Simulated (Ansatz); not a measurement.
Start from InAs in the zinc blende structure (space group F-43m, No. 216).

```xyz
2
Lattice="0.0000 3.0436 3.0436 3.0436 0.0000 3.0436 3.0436 3.0436 0.0000" Properties=species:S:1:pos:R:3 pbc="T T T"
In     0.0000     0.0000     0.0000
As     1.5218     1.5218     1.5218
```

The values are results of Ansatz (a first-principles code) PBEsol, no spin-orbit coupling, not measurements.

Strains are applied to the cell and any free atomic positions relax.

One change was made to it. Results:

The energy grows by 9.4 meV/atom; the pressure goes from zero to -2.2 GPa; the band gap remains zero.

Question: Name the change that was made.
A. isotropic strain −2.50 %
B. isotropic strain +1.50 %
C. isotropic strain −0.50 %
D. isotropic strain +3.00 %
E. isotropic strain +2.00 %

Answer: B, isotropic strain +1.50 %. For comparison, the energy relative to the base in the other runs: isotropic strain +2.00 % gives +16 meV/atom; isotropic strain −0.50 % gives +1.1 meV/atom; isotropic strain +3.00 % gives +36 meV/atom; isotropic strain −2.50 % gives +30 meV/atom.

A case with no gap was solved on a k-mesh chosen for an insulator, which is coarse for it. No phonon test of stability was made. All final runs are without spin polarisation. A zero or small gap of InAs can be the functional's error rather than a property of the material.
